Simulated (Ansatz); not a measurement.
System: AlB2-type TiB2. Method: PBE-D3(BJ) (Ansatz, a program for electronic structure, plane waves, PAW).

Numerical settings: plane-wave cutoff 520 eV, 24×24×18 k mesh (along the axes of the cell as run), Fermi–Dirac smearing 0.05 eV, no spin polarisation, scalar-relativistic PAW data made under PBE.

Cell (relaxed at this level):

TiB2 has the hexagonal space group P6/mmm (No. 191), Pearson symbol hP3. Lattice parameters: a = 3.004 Å, b = 3.004 Å, c = 3.181 Å, α = 90.00°, β = 90.00°, γ = 120.00°. Ti on 1a has 12 B at 2.353 Å and 6 Ti at 3.004 Å and 2 Ti at 3.181 Å. B on 2d sees 3 B at 1.734 Å and 6 Ti at 2.353 Å. (Neighbours: up to the widest gap in distance over summed covalent radii, below 1.35, at either atom; cation-cation and far metal-metal contacts left out.)

### Question
What does this level give for the bulk modulus and pressure derivative B′ of the bulk modulus?

### Answer

* **bulk modulus**: 266 GPa
* **pressure derivative B′ of the bulk modulus**: 3.9

The run finds no gap.

Measured, for comparison: bulk modulus 240 GPa (room temperature, not corrected to a static lattice, our sources range from 233 to 250; as tabulated in Synthesis of Binary Transition Metal Nitrides, Carbides and Borides from the …). Computed (rounded) less measured: bulk modulus +11 % (+6 % to +14 % over the range).

Note: the bulk modulus comes from volumes at which shape and atoms were relaxed.

The computed numbers hold no vibrational or temperature effects.

It cost very roughly 4 core-minutes of CPU time.
